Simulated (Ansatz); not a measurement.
Take GaAs in the zinc blende structure (space group F-43m, No. 216; a = 5.6590 Å) as the base.

Calculations: Ansatz (a first-principles code) PBEsol, scalar-relativistic without spin-orbit coupling.

For the base:

| Property | Result |
|---|---|
| Valley order | Γ 0.42 eV; L along ⟨111⟩ 0.92 eV; a point along ⟨100⟩, about 1.0 Å⁻¹ from Γ 1.32 eV |

The change: hole doping at 5.0×10^20 cm⁻³ (0.0227 per cell), with a uniform compensating background at fixed cell and a 300 K Fermi–Dirac width.

Problem. How does this affect the Fermi level from band edge and valley order?

Solution. The Fermi level relative to the doped band's edge (positive inside the band; to 0.05 eV) is +0.20 eV; the valley order (the lowest conduction-band minima on the path, energy above the VBM, named in the base's zone) goes from Γ 0.42 eV; L along ⟨111⟩ 0.92 eV; a point along ⟨100⟩, about 1.0 Å⁻¹ from Γ 1.32 eV to Γ 0.43 eV; L along ⟨111⟩ 0.93 eV; a point along ⟨100⟩, about 1.0 Å⁻¹ from Γ 1.34 eV.

Charged cell with a jellium background: band edges are those of the host's band count, energies are not comparable with the neutral cell, and many-body gap narrowing is missing. The levels and masses belong to the bands next to the band gap. No phonon test of stability was made.
